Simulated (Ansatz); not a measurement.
Density of states of TaVCu₆S₈ (P-4m2) above the conduction band minimum, PBEsol, rigid bands (Ansatz, an electronic-structure program); cell volume 310.6 Å³.

(energy from edge (eV), 10⁻³ states/eV/cell): (0.006, 336); (0.031, 751); (0.056, 1060); (0.081, 1340); (0.106, 1630); (0.131, 3870); (0.156, 9660); (0.181, 14200); (0.206, 11500); (0.231, 11100); (0.256, 11700); (0.281, 14300); (0.319, 20000); (0.344, 18100); (0.369, 11600); (0.394, 6900); (0.419, 4080); (0.444, 1190); (0.469, 641); (0.494, 2190); (0.519, 4630); (0.544, 8720); (0.569, 10600); (0.594, 14600)

What effective density of states at 300 K does this give (∫ g(E) exp(−E/k_BT) dE, both spins, divided by the cell's size)?

5.7e19 cm⁻³, a density-of-states mass of 1.73 mₑ, valleys and band degeneracy included.

Spin-orbit coupling is left out; with 5d elements it also splits d-like band edges. Geometry: cell and atoms relaxed with PBEsol.

Computed structure with no diffraction record at hand here (it may be known, metastable or hypothetical): TaVCu6S8 (P-4m2). Treated as nonmagnetic, magnetic states not searched for: TaVCu6S8 (P-4m2).
